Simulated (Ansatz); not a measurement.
An Ansatz (an electronic-structure program) input (Kohn–Sham DFT with the PBEsol-D3(BJ) functional, run in Ansatz with PAW and 420 eV plane waves, no SOC):

Ansatz 0.2 input:
```yaml
crystal:
  lattice:
    - [2.5004501833, 0, 0]
    - [-1.2502250917, 2.1654533796, 0]
    - [0, 0, 6.4112134255]
  atoms:
    - { symbol: B, position: [0.3333333333, 0.6666666667, 0.25] }
    - { symbol: B, position: [0.6666666667, 0.3333333333, 0.75] }
    - { symbol: N, position: [0.3333333333, 0.6666666667, 0.75] }
    - { symbol: N, position: [0.6666666667, 0.3333333333, 0.25] }
basis: { ecutwfc: 420, ecutrho_ratio: 4, xc_grid: 2, fft_grid_basis: typed }
kpoints: { mp_grid: { grid: [15, 15, 5] } }
hamiltonian:
  xc: pbesol
  dispersion: d3bj
  pseudopotentials: { kind: paw }
scf: { occupations: { method: fermi_dirac, width: 0.05 }, convergence: { dr2_threshold: 0.0000000004 } }
output: { forces: true, stress: true }
```

**Question.** Which symmetry and how many k-points will the program report, and about how many plane waves at Γ?

**Answer.** Space group P63/mmc (ITA 194) with 24 operations, k-points 81 of 1125, and 663 plane waves at Γ.

Stability against distortions was not tested. The cell is BN in the h-BN type structure (space group P6_3/mmc, No. 194; layered, stacked along the Cartesian z axis).
